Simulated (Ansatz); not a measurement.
Base system: SiO2 in the CdI2 type structure (space group P-3m1, No. 164; a = 2.670 Å, c = 4.509 Å; a hypothetical phase, not in the database extracts checked; layered, stacked along the Cartesian z axis).

The change: every lattice vector is stretched by 1.20 %; the atoms relax in the strained cell.

Levels (all Ansatz, a quantum-chemistry and plane-wave program, PAW): PBEsol-D3(BJ) (420 eV, scalar-relativistic without spin-orbit coupling); r2SCAN (500 eV, without spin-orbit coupling).

The geometry is relaxed with PBEsol-D3(BJ).

| Property | Result |
|---|---|
| PBEsol-D3(BJ) smallest direct gap | 6.17 eV |
| PBEsol-D3(BJ) electron mass | 0.77 mₑ along c, 0.36 mₑ across (at Γ) |
| PBEsol-D3(BJ) band gap | 5.89 eV |

With r2SCAN at the same geometry, the smallest direct gap goes up by 0.90 eV (6.17 eV → 7.07 eV); the electron mass becomes 0.74 mₑ along c, 0.37 mₑ across (at Γ) (PBEsol-D3(BJ): 0.77 mₑ along c, 0.36 mₑ across (at Γ)); the band gap rises by 0.92 eV, from 5.89 eV to 6.81 eV.

Single points use the geometry relaxed with PBEsol-D3(BJ). Masses are band curvatures over ±0.01 Å⁻¹ around the edge. No phonon test of stability was made.
